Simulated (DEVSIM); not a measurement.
System: illuminated Si n-on-p cell, one wavelength, with a back-surface field, at 300 K.

| layer (left to right) | material | thickness (μm) | Nd (cm⁻³) | Na (cm⁻³) | τn (s) | τp (s) | absorption coefficient (cm⁻¹) |
|---|---|---|---|---|---|---|---|
| 1 | Si | 0.140 | 1.2e19 | - | 2.4e-7 | 2.8e-6 | 2600 |
| 2 | Si | 120 | - | 1.2e15 | 1.4e-5 | 1.4e-5 | 2600 |
| 3 | Si | 0.120 | - | 2.2e18 | 1.4e-5 | 1.4e-5 | 2600 |

Left contact: ohmic, minority hole recombination velocity 600 cm/s. Right contact: ohmic, minority electron recombination velocity 100 cm/s. Voltage is applied to the left contact. Recombination: SRH at mid-gap, radiative, Auger. Light enters at the left, 1.6e17 photons cm⁻² s⁻¹, one pass, no reflection. Mobility is constant in doping.

The device is made up for the run: typed textbook-type constants, with dimensions and the other settings drawn at random. Values at 300 K.

| parameter | Si |
|---|---|
| gap (eV) | 1.124 |
| affinity (eV) | 4.05 |
| permittivity | 11.7 |
| Nc (cm⁻³) | 2.86e19 |
| Nv (cm⁻³) | 3.1e19 |
| μn (cm²/Vs) | 1417 |
| μp (cm²/Vs) | 470 |
| B (cm³/s) | 4.7e-15 |
| Cn (cm⁶/s) | 2.8e-31 |
| Cp (cm⁶/s) | 9.9e-32 |

DEVSIM, 1D drift-diffusion, Boltzmann statistics, complete ionisation; no tunnelling, impact ionisation, image-force lowering or self-heating.

**Question.** Give the current under light (generator sign).

**Answer.** 
| V (V) | J (mA/cm²) |
|---|---|
| 0.00 | 25.5 |
| 0.08 | 25.5 |
| 0.16 | 25.5 |
| 0.24 | 25.5 |
| 0.32 | 25.5 |
| 0.42 | 25.3 |
| 0.44 | 25.1 |
| 0.46 | 24.8 |
| 0.48 | 24.0 |
| 0.50 | 22.3 |
| 0.52 | 19.0 |
| 0.54 | 12.6 |
| 0.56 | 1.43 |
| 0.58 | -16.3 |
